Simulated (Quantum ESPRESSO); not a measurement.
A self-consistent single point of Al₃Pt₂ (P-3m1, 10 atoms in the cell) with Quantum ESPRESSO.

Level of theory: PBEsol, GBRV 1.5 ultrasoft (PBESOL) pseudopotentials (plane waves; Quantum ESPRESSO).

```
CELL_PARAMETERS angstrom
      4.12999     0.00000     0.00000
     -2.06500     3.57668     0.00000
      0.00000     0.00000    11.13128
ATOMIC_POSITIONS crystal
  Al 0.33333 0.66667 0.33392
  Al 0.66667 0.33333 0.66608
  Al 0.00000 0.00000 0.50000
  Al 0.00000 0.00000 0.00000
  Al 0.00000 0.00000 0.77320
  Al 0.00000 0.00000 0.22680
  Pt 0.33333 0.66667 0.58776
  Pt 0.66667 0.33333 0.41224
  Pt 0.33333 0.66667 0.10305
  Pt 0.66667 0.33333 0.89695
```

Reference input (self-consistent single point, DFT, PBEsol, plane waves, GBRV 1.5 ultrasoft (PBESOL) pseudopotentials): ecutwfc = 40 Ry; ecutrho = 320 Ry; occupations = smearing; smearing = cold; degauss = 0.0073499 Ry; potentials = {Al: al_pbesol_v1.uspp.F.UPF, Pt: pt_pbesol_v1.4.uspp.F.UPF}; K_POINTS = automatic 5 5 2 0 0 0; conv_thr = 1e-10 Ry; mixing_beta = 0.4. This run's input differs from it in these lines:

```diff
@@ -20,3 +20,3 @@
 &electrons
-   conv_thr = 1.0d-10
+   conv_thr = 1.0d-4
    mixing_beta = 0.4
```

The program printed (abridged):

```
     Self-consistent Calculation

     iteration #  1     ecut=    40.00 Ry     beta= 0.40

---- Real-time Memory Report at c_bands before calling an iterative solver
           384 MiB given to the printing process from OS
           107 MiB allocation reported by mallinfo(arena+hblkhd)
------------------

     negative rho (up, down):  6.975E-01 0.000E+00

     total energy              =    -878.89485266 Ry
     estimated scf accuracy    <      10.39590741 Ry

     iteration #  2     ecut=    40.00 Ry     beta= 0.40

---- Real-time Memory Report at c_bands before calling an iterative solver
   [... lines left out ...]
           454 MiB given to the printing process from OS
           151 MiB allocation reported by mallinfo(arena+hblkhd)
------------------

     negative rho (up, down):  6.945E-01 0.000E+00

     total energy              =    -882.62651936 Ry
     estimated scf accuracy    <       0.00020647 Ry

     iteration #  9     ecut=    40.00 Ry     beta= 0.40

---- Real-time Memory Report at c_bands before calling an iterative solver
           454 MiB given to the printing process from OS
           152 MiB allocation reported by mallinfo(arena+hblkhd)
------------------

     negative rho (up, down):  6.944E-01 0.000E+00
     End of self-consistent calculation

     the Fermi energy is    12.7523 ev

!    total energy              =    -882.62656217 Ry
     estimated scf accuracy    <       0.00000715 Ry
     smearing contrib. (-TS)   =      -0.00006867 Ry
     internal energy E=F+TS    =    -882.62649350 Ry

     convergence has been achieved in   9 iterations

     negative rho (up, down):  6.944E-01 0.000E+00

     Forces acting on atoms (cartesian axes, Ry/au):

     atom    1 type  1   force =    -0.00000000   -0.00000000   -0.00035322
     atom    2 type  1   force =     0.00000000   -0.00000000    0.00035322
     atom    3 type  1   force =     0.00000000   -0.00000000    0.00000000
     atom    4 type  1   force =    -0.00000000    0.00000000    0.00000000
     atom    5 type  1   force =     0.00000000   -0.00000000    0.00499997
   [... lines left out ...]
     Total force =     0.015756     Total SCF correction =     0.008353
   [... lines left out ...]

     negative rho (up, down):  6.944E-01 0.000E+00
          total   stress  (Ry/bohr**3)                   (kbar)     P=      -47.47
  -0.00036534  -0.00000000   0.00000000          -53.74       -0.00        0.00
  -0.00000000  -0.00036534   0.00000000           -0.00      -53.74        0.00
   0.00000000   0.00000000  -0.00023741            0.00        0.00      -34.92

   JOB DONE.
```

The run converged in 9 iterations. Against the reference run the free energy stays essentially unchanged (within 1 meV/atom), the pressure goes from -4.40 to -4.75 GPa and the largest force hardly changes (0.258 to 0.255 eV/Å). The full log also holds: “SCF correction compared to forces is large: reduce conv_thr to get better values”.

The starting cell comes from a database of computed structures (which also holds hypothetical and non-ambient phases and stackings), without a prior relaxation at this level. Spin polarisation is off. With a pressure of about -5 GPa the cell is away from its equilibrium volume at this level.

Cost on one core of a shared machine: roughly 60 s.
